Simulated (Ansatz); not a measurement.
Here is the system:

```xyz
3
Lattice="-1.5870 1.5870 3.9088 1.5870 -1.5870 3.9088 1.5870 1.5870 -3.9088" Properties=species:S:1:pos:R:3 pbc="T T T"
Si     0.0000     0.0000     5.1964
Si     0.0000     0.0000     2.6212
Mo     0.0000     0.0000     0.0000
```

No spin polarisation.

Level of theory: plane-wave PAW DFT at the LDA level (Ansatz, a first-principles code, 420 eV), scalar-relativistic without spin-orbit coupling. Γ-centred 25×25×25 mesh, Fermi–Dirac width 0.1 eV.

Predict the pressure, space group and band gap.

The pressure (mean of the normal stresses, compression positive) comes out as -1.2 GPa and the space group is I4/mmm (No. 139). The band gap is zero.

The cells carry an imposed strain or load. No phonon test of stability was made. The final runs are not spin-polarised. The cell was made from MoSi₂ (space group I4/mmm, No. 139) by this change: uniaxial strain ε_zz = +0.50 %.
